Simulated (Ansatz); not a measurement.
## Pressure series in Sn

The reference is Sn (space group I4_1/amd, No. 141).

```yaml
crystal:
  lattice:
    - [-2.97355, 2.97355, 1.60610]
    - [2.97355, -2.97355, 1.60610]
    - [2.97355, 2.97355, -1.60610]
  atoms:
    - { symbol: Sn, position: [0.75000, 0.25000, 0.50000] }
    - { symbol: Sn, position: [0.00000, 0.00000, 0.00000] }
```

Cell and atoms are relaxed at each pressure.

Computed with PBE (Ansatz, a first-principles code; PAW; 420 eV plane waves; without spin-orbit coupling), earlier PAW set.

Notes on the quantities. enthalpy: H = E + PV relative to the base's energy.

| case | volume per atom | enthalpy | c/a ratio |
|---|---|---|---|
| base | 28.40 Å³ | – | 0.540 |
| pressure −2 GPa | 29.78 Å³ | -0.36 eV/atom | 0.541 |
| pressure −1 GPa | 29.05 Å³ | -0.18 eV/atom | 0.540 |
| pressure 3 GPa | 26.88 Å³ | +0.52 eV/atom | 0.540 |
| pressure 7 GPa | 25.39 Å³ | +1.17 eV/atom | 0.539 |
| pressure 15 GPa | 23.35 Å³ | +2.38 eV/atom | 0.539 |
| pressure 30 GPa | [?] | +4.45 eV/atom | 0.537 |
| pressure 50 GPa | 19.06 Å³ | +6.94 eV/atom | 0.537 |
| pressure 75 GPa | 17.49 Å³ | +9.78 eV/atom | 0.538 |
| pressure 100 GPa | 16.37 Å³ | +12.42 eV/atom | 0.539 |

Q: Some entries are withheld; estimate them.

A: 
- pressure 30 GPa, volume per atom: 20.99 Å³

Load acts through the strain it causes; cell and atoms are relaxed under it. Whether these cells are dynamically stable was not tested. Measured, Sn leaves this structure (for a body-centred tetragonal phase) near 8 GPa (temperature not stated; as listed in Olga Degtyareva, NATO science for peace and security series. B, Physics and biophysics (2010)).
